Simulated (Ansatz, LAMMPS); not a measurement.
Random Si-Ge alloy, 4x4x4 cubic cells, lattice parameter by Vegard's rule. Cell 22.05 × 22.05 × 22.05 Å, Si436Ge76, 512 atoms. Prepared with Tersoff's 1989 multicomponent potential (SiCGe.tersoff) run with LAMMPS: minimisation. 

Basis: localised support functions (accuracy medium) on a full density matrix. k-points: zone centre alone; occupations: Fermi-Dirac, 0.020 eV; spin polarisation not allowed. No spin-orbit coupling.

### Question
What energy, gap and bonding does PBE, support functions at accuracy medium on the grid of 370 eV in Ansatz (a first-principles code) give?

### Answer

energy over the perfect crystal(s), per atom: 9 meV/atom
Kohn-Sham gap of the cell on its k-mesh: 0.60 eV
coordination (neighbours within 2.845 Å): 100.0 % 4-fold
Ge-Ge bonds, mean ± spread: 2.462 ± 0.004 Å
Ge-Si bonds, mean ± spread: 2.418 ± 0.006 Å
Si-Si bonds, mean ± spread: 2.375 ± 0.005 Å
bond angles, mean ± spread: 109.5° ± 0.9°
pressure: -0.35 GPa
